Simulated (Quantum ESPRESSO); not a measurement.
A self-consistent single point of SiC (P6_3mc, 12 atoms in the cell) with Quantum ESPRESSO.

Computed with PBE, GBRV 1.5 ultrasoft (PBE) pseudopotentials (plane waves; Quantum ESPRESSO 7.5).

```yaml
crystal:
  lattice:
    - [3.10677, 0.00000, 0.00000]
    - [-1.55339, 2.69054, 0.00000]
    - [0.00000, 0.00000, 15.24604]
  atoms:
    - { symbol: Si, position: [0.33333, 0.66667, 0.83299] }
    - { symbol: Si, position: [0.66667, 0.33333, 0.33299] }
    - { symbol: Si, position: [0.66667, 0.33333, 0.66650] }
    - { symbol: Si, position: [0.33333, 0.66667, 0.16650] }
    - { symbol: Si, position: [0.00000, 0.00000, 0.49973] }
    - { symbol: Si, position: [0.00000, 0.00000, 0.99973] }
    - { symbol: C, position: [0.00000, 0.00000, 0.87437] }
    - { symbol: C, position: [0.00000, 0.00000, 0.37437] }
    - { symbol: C, position: [0.33333, 0.66667, 0.70800] }
    - { symbol: C, position: [0.66667, 0.33333, 0.20800] }
    - { symbol: C, position: [0.66667, 0.33333, 0.54152] }
    - { symbol: C, position: [0.33333, 0.66667, 0.04152] }
```

Reference input (self-consistent single point, DFT, PBE, plane waves, GBRV 1.5 ultrasoft (PBE) pseudopotentials): ecutwfc = 40 Ry; ecutrho = 200 Ry; occupations = fixed; potentials = {Si: si_pbe_v1.uspp.F.UPF, C: c_pbe_v1.2.uspp.F.UPF}; K_POINTS = automatic 8 8 2 0 0 0; nbnd = 30; conv_thr = 1e-11 Ry. This run's input differs from it in these lines:

```diff
@@ -14,4 +14,4 @@
    ntyp = 2
-   ecutwfc = 40
-   ecutrho = 200
+   ecutwfc = 36
+   ecutrho = 180
    occupations = 'fixed'
```

Log, with long lists cut:

```
     Self-consistent Calculation

     iteration #  1     ecut=    36.00 Ry     beta= 0.70

     total energy              =    -125.80497101 Ry
     estimated scf accuracy    <       2.52164053 Ry

     iteration #  2     ecut=    36.00 Ry     beta= 0.70

     total energy              =    -126.58483894 Ry
     estimated scf accuracy    <       0.84219710 Ry

     iteration #  3     ecut=    36.00 Ry     beta= 0.70

     total energy              =    -126.69386816 Ry
     estimated scf accuracy    <       0.01606773 Ry

   [... 9 blocks of this kind left out ...]

     iteration # 13     ecut=    36.00 Ry     beta= 0.70

     total energy              =    -126.70157065 Ry
     estimated scf accuracy    <          6.1E-11 Ry

     iteration # 14     ecut=    36.00 Ry     beta= 0.70
     End of self-consistent calculation

     highest occupied, lowest unoccupied level (ev):     9.1792   11.2206

!    total energy              =    -126.70157065 Ry
     estimated scf accuracy    <          5.0E-12 Ry

     convergence has been achieved in  14 iterations

     Forces acting on atoms (cartesian axes, Ry/au):

     atom    1 type  1   force =     0.00000000    0.00000000   -0.00001317
     atom    2 type  1   force =    -0.00000000    0.00000000   -0.00001317
     atom    3 type  1   force =     0.00000000   -0.00000000    0.00006680
     atom    4 type  1   force =     0.00000000   -0.00000000    0.00006680
     atom    5 type  1   force =     0.00000000   -0.00000000    0.00001681
     atom    6 type  1   force =     0.00000000    0.00000000    0.00001681
   [... lines left out ...]

     Total force =     0.000146     Total SCF correction =     0.000003

          total   stress  (Ry/bohr**3)                   (kbar)     P=      -26.12
  -0.00017633   0.00000000   0.00000000          -25.94        0.00        0.00
   0.00000000  -0.00017633   0.00000000            0.00      -25.94        0.00
   0.00000000   0.00000000  -0.00017996            0.00        0.00      -26.47

   JOB DONE.
```

The run converged in 14 iterations. Against the reference run the free energy goes up by 1.5 meV/atom, the pressure moves little (-2.66 to -2.61 GPa), the largest force hardly changes (0.001 to 0.002 eV/Å) and the gap on the mesh stays at 2.041 eV.

The starting cell comes from a database of computed structures (which also holds hypothetical and non-ambient phases and stackings), without a prior relaxation at this level. Its lattice was rescaled by a random factor within 2.5 % of one.

Cost on one core of a shared machine: roughly 60 s.
